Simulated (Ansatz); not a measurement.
ScSnCN (model structure, started from the AlSiCN type, P3m1, No. 156, 4 atoms in the cell) was calculated with PBEsol (PAW; Ansatz, a first-principles code).

Run with plane-wave cutoff 520 eV, 12×12×6 k mesh (along the axes of the cell as run), Fermi–Dirac smearing 0.01 eV, scalar-relativistic PAW data made under PBE.

Cell (relaxed at this level):

Space group P3m1 (No. 156); a = b = 3.5754 Å, c = 5.4059 Å, α = β = 90.00°, γ = 120.00°

```tsv
atom	site	symmetry	x	y	z
Sc	1b	3m.	0.3333	0.6667	0.5274
Sn	1c	3m.	0.6667	0.3333	0.0073
C	1b	3m.	0.3333	0.6667	0.1100
N	1c	3m.	0.6667	0.3333	0.6053
```

Q: What does this level give for the band gap and bulk modulus B0?

A: 
- band gap = 1.95 eV (on the SCF k mesh)
- bulk modulus B0 = 120 GPa

Note: the bulk modulus is −V dP/dV from two relaxed cells at ±2 % in volume; the relaxation could raise the start's symmetry but not lower it, so the cell can be a saddle point.

Spin–orbit coupling is not included.

Computed values are for the static lattice.

Cost on a shared machine: about 2.9 core-minutes (a rough figure).

A model structure was made by putting elements into a prototype or built by hand; it is no filed structure, need not be a known phase, and can be a saddle point held by its symmetry.
